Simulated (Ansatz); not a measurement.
The starting structures come from a database of crystals and need not be the phases stable at ambient conditions.

By PBEsol, the system below comes out a metal.

The ballistic (Sharvin) conductance counts the channels at the Fermi level: G/A = (e²/h) × channels of both spins per area.

Here is the system:

```yaml
crystal:
  lattice:
    - [2.71709, 0.00000, 0.00000]
    - [0.00000, 4.93130, 0.00000]
    - [0.00000, 0.00000, 4.11322]
  atoms:
    - { symbol: Ru, position: [0.00000, 0.00000, 0.00000] }
    - { symbol: Ru, position: [0.50000, 0.50000, 0.50000] }
    - { symbol: N, position: [0.50000, 0.90884, 0.37939] }
    - { symbol: N, position: [0.50000, 0.09116, 0.62061] }
    - { symbol: N, position: [0.00000, 0.59116, 0.87939] }
    - { symbol: N, position: [0.00000, 0.40884, 0.12061] }
```

Space group of this cell: Pnnm. The cell is taken as given; by PBEsol its mean pressure is -12.8 GPa.

The current flows along the normal of the first two printed cell vectors. No spin-orbit coupling; the value is a mean over 0.1 eV about the Fermi level.

Problem. Predict the ballistic conductance per area from PBEsol in Ansatz (a quantum-chemistry and plane-wave program).

Solution. 0.54 × 10¹⁵ S/m² for both spins.
